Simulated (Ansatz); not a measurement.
# Effective masses and thermopower of C (P6_3/mmc)

Input:

```
CELL_PARAMETERS angstrom
      2.45999     0.00000     0.00000
     -1.23000     2.13041     0.00000
      0.00000     0.00000     4.16266
ATOMIC_POSITIONS crystal
  C  0.33333 0.66667 0.00057
  C  0.66667 0.33333 0.50057
  C  0.33333 0.66667 0.37443
  C  0.66667 0.33333 0.87443
```

These are r2SCAN, rigid bands, earlier PAW set (plane waves, scalar-relativistic; Ansatz, a first-principles code) values and carry that method's errors. Condition of this run: biaxial stress in the c plane of 22 GPa (compression positive) (the target of the relaxation). How the cell was made: cell and atoms relaxed with PBEsol, then loaded as said.

The band gap comes out as 3.40 eV and the electron conductivity mass (300 K, dilute) is 0.45 (x), 0.45 (y), 0.27 (z) mₑ. The hole conductivity mass (300 K, dilute) comes out as 0.43 (x), 0.43 (y), 0.68 (z) mₑ. The effective density of states N_c (300 K) is 1.2e19 cm⁻³ and the effective density of states N_v (300 K) is 1.8e19 cm⁻³. The density-of-states mass, electrons comes out as 0.60 mₑ and the density-of-states mass, holes is 0.80 mₑ. The Seebeck coefficient, n-type 1e19 cm⁻³, 300 K comes out as -234 μV/K and the best n-type power factor at 300 K for τ = 10 fs (best axis; densities from 1e16 to 1e21 cm⁻³ tried, whether or not they can be reached) is 7.2 μW/(cm·K²) at 3e19 cm⁻³. The Seebeck coefficient, p-type 1e19 cm⁻³, 300 K is 268 μV/K and the best p-type power factor at 300 K for τ = 10 fs (best axis; densities from 1e16 to 1e21 cm⁻³ tried, whether or not they can be reached) is 6.7 μW/(cm·K²) at 1e20 cm⁻³.

Rigid bands; masses and Seebeck coefficients take one relaxation time τ for all states and one kind of carrier; polarons and phonon drag are left out. Spin-orbit coupling is left out. Geometry: cell and atoms relaxed with PBEsol.
